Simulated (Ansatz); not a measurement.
**LuAlO3 (R-3c, No. 167, 10 atoms in the cell; start mp-754435)**

These are PBEsol in Ansatz (plane waves, PAW) values and carry that method's errors.

Numerical settings: plane-wave cutoff 520 eV, 8×8×8 k mesh, Fermi–Dirac smearing 0.01 eV, scalar-relativistic PAW data made under PBE.

Cell (relaxed with PBEsol):

Space group R-3c, hexagonal axes (No. 167); a = b = 5.226 Å, c = 12.498 Å, α = β = 90.00°, γ = 120.00°

```
atom  site  symmetry       x       y       z
----  ----  --------  ------  ------  ------
Lu      6a        32  0.0000  0.0000  0.2500
Al      6b       -3.  0.0000  0.0000  0.0000
O      18e        .2  0.5846  0.5846  0.2500
```
(The calculation used a cell of 10 atoms; values per cell refer to that cell.)

For LuAlO3 (R-3c, No. 167, 10 atoms in the cell; start mp-754435), the band gap is 5.08 eV.

Spin–orbit coupling is not included.

The computed numbers hold no vibrational or temperature effects.

Computing time: about 50 core-seconds (a rough figure).

A start named mp-… is a Materials Project structure, which need not be a measured phase.

Ansatz is a first-principles code.
